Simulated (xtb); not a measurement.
xtb 6.7.1, GFN1-xTB: c1ccc(-c2ccc(-c3ccc4c(c3)oc3ccccc34)[se]2)cc1, 38 atoms. The geometry is a generated start, not checked to be a minimum at this level.

| Property | Result |
|---|---|
| run flags | --grad |
| method | GFN1-xTB |
| --acc | 1 (default) |
| --etemp (K) | 300 (default) |
| basis functions | 130 |
| valence electrons | 114 |

One run each on 1 thread. Values of broydamp tried: 0.02, 0.05, 0.1, 0.2, 0.4 (default), 0.6, 0.8, 1.

Q: Predict the course of the SCC iterations along this series.

A: Fewest SCC iterations, within one of each other: 0.2 with 12, 0.4 (default) with 11, 0.6 with 12. The count rises to 18 at 0.02. All converge to one solution.

```
broydamp       SCC iterations            end
-------------  --------------  -------------
0.02                       18  same solution
0.05                       16  same solution
0.1                        14  same solution
0.2                        12  same solution
0.4 (default)              11  same solution
0.6                        12  same solution
0.8                        13  same solution
1                          13  same solution
```
